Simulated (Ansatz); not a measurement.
Base system: YN in the rock salt structure (space group Fm-3m, No. 225).

```
CELL_PARAMETERS angstrom
      0.00000     2.42808     2.42808
      2.42808     0.00000     2.42808
      2.42808     2.42808     0.00000
ATOMIC_POSITIONS crystal
  N  0.00000 0.00000 0.00000
  Y  0.50000 0.50000 0.50000
```

Cartesian axes are those of the cell as printed.

All numbers come from PBEsol (Ansatz, a first-principles code), no SOC.

Base values:

| Item | Result |
|---|---|
| Valence-band top at Γ | 0.00, 0.00, 0.00 eV |

Now apply this change: the cell is stretched by 0.80 % along y with no lateral relaxation, atoms relaxed at fixed cell.

Problem. What happens to the valence-band top at Γ and stress?

Solution. The valence-band top at Γ (three highest levels, from the VBM) changes from 0.00, 0.00, 0.00 eV to 0.00, 0.00, -0.04 eV; the stress (xx, yy, zz, yz, xz, xy; compression positive) comes out as (-0.65, -2.65, -0.65, 0.00, 0.00, 0.00) GPa.

The levels and masses belong to the bands next to the band gap. The cells carry an imposed strain or load. Stability against distortions was not tested.
